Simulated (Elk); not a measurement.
Band structure of AlNi3 (Pm-3m, 4 atoms in the cell).

```xyz
4
Lattice="3.5287 0.0000 0.0000 0.0000 3.5287 0.0000 0.0000 0.0000 3.5287" Properties=species:S:1:pos:R:3 pbc="T T T"
Al     0.0000     0.0000     0.0000
Ni     0.0000     1.7643     1.7643
Ni     1.7643     0.0000     1.7643
Ni     1.7643     1.7643     0.0000
```
Moments meant for the start (each program seeds them in its own way; μB, in the order of the atoms Al Ni Ni Ni): 0.0 2.0 2.0 2.0.

Computed with PBE, all-electron FP-LAPW, Elk's shipped species files, default APW+lo basis in Elk.

Settings: xctype = 20; spinpol = true; rgkmax = 7; stype = 0; swidth = 0.00367493 Ha; ngridk = 8 8 8; reducebf = 0.7; nempty = 10 per atom; bfcmt = [[0.0, 0.0, 0.0], [0.0, 0.0, -0.5], [0.0, 0.0, -0.5], [0.0, 0.0, -0.5]].

The starting cell comes from a database of computed structures (which also holds hypothetical and non-ambient phases and stackings), without a prior relaxation at this level. Its lattice was rescaled by a random factor within 2.5 % of one. The moments shrank to a small part of their start, a low-spin state that need not be the lowest. Values depend on the basis (sphere radii, cutoffs, local orbitals), which need not be converged.

Levels in eV from the Fermi level, bands 26 to 33 of the first spin channel:
```json
[
 {"point": "Γ", "26": "-0.07", "27": "-0.07", "28": "-0.07", "29": "0.79", "30": "0.80", "31": "0.80", "32": "6.77", "33": "6.77"},
 {"point": "X", "26": "-1.21", "27": "-1.07", "28": "-0.52", "29": "-0.06", "30": "5.60", "31": "5.60", "32": "5.69", "33": "5.69"},
 {"point": "M", "26": "-1.25", "27": "-1.01", "28": "-0.98", "29": "-0.60", "30": "0.87", "31": "0.87", "32": "8.32", "33": "8.48"},
 {"point": "R", "26": "-1.08", "27": "-1.08", "28": "-0.32", "29": "-0.25", "30": "-0.25", "31": "-0.25", "32": "3.54", "33": "4.14"}
]
```

Bands cross the Fermi level along this path, so the cell is metallic at this level.

The net moment of the cell came out as 0.73 μB.
